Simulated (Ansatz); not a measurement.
Consider TiAl (space group P4/mmm, No. 123; a = 2.766 Å, c = 4.002 Å; relaxed with 0.1 eV smearing). Axes: x, y, z lie along a, b, c of the conventional cell.

Computed with LDA in Ansatz (plane waves to 420 eV, PAW, without spin-orbit coupling).

The change: uniaxial strain ε_zz = +1.00 %, all other strain components held at zero; the atoms relax in the strained cell.

Question: Predict the stress tensor and what it implies for the stiffness.

Answer: Stress of the strained cell less that of the base (GPa, compression positive):
```
   -1.0     0.0     0.0
    0.0    -1.0     0.0
    0.0     0.0    -1.8
```

Then −Δσ_ii/ε with ε = 0.0100 gives relaxed-ion elastic constants: C33 ≈ 179 GPa, C13 ≈ 96 GPa and C23 ≈ 96 GPa.

Whether these cells are dynamically stable was not tested. The final runs are not spin-polarised.

Ansatz is a program for electronic structure.
